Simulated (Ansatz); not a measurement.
Where the default PAW files enter, the runs use the earlier of Ansatz's two default sets.

Given:

```
Al2O3
1.0
    4.80503     0.00000     0.00000
    2.40252     4.58684     0.00000
    2.40252     1.25840     3.96644
Al O
4 6
Cartesian
  2.40252   2.73778   0.58664
  7.20755   3.10746   3.37981
  4.80503   4.77169   1.39658
  4.80503   1.07356   2.56986
  4.06952   2.33446   3.74377
  5.54054   3.51078   0.22268
  3.87353   1.46131   0.99161
  5.73653   4.38393   2.97483
  6.47204   1.84656   2.20590
  3.13802   3.99869   1.76055
```

Space group of this cell: R-3c, corundum. The cell is taken as given; by r2SCAN its mean pressure is -7.1 GPa.

The numbers are results of r2SCAN (plane waves, PAW; Ansatz, an electronic-structure program), not measurements.

The current runs along the normal of the first two printed vectors; no spin-orbit coupling. Scaled by the factor s: all lengths (ions clamped). The meshes follow the cell: 8×8×8 and 8×8 across at s = 0.98, 8×8×8 and 8×8 across at s = 1.00, 8×8×8 and 8×6 across at s = 1.02.

```
s     mean pressure (GPa)  slowest mid-gap decay constant κ (1/Å)
----  -------------------  --------------------------------------
0.98                  8.6                                   0.428
1.00                 -7.1                                   0.398
1.02                -19.1                                       ?
```

Question: Take the slope of the slowest mid-gap decay constant κ against ln s from the two given rows, extrapolate to s = 1.02, and say what the run there gives.

Answer: Slope = (0.428 − 0.398) / ln 0.98 = -1.48 1/Å. The line gives 0.398 + (-1.48) × ln 1.02 = 0.369 1/Å. The run gives 0.369 1/Å, as the line does.
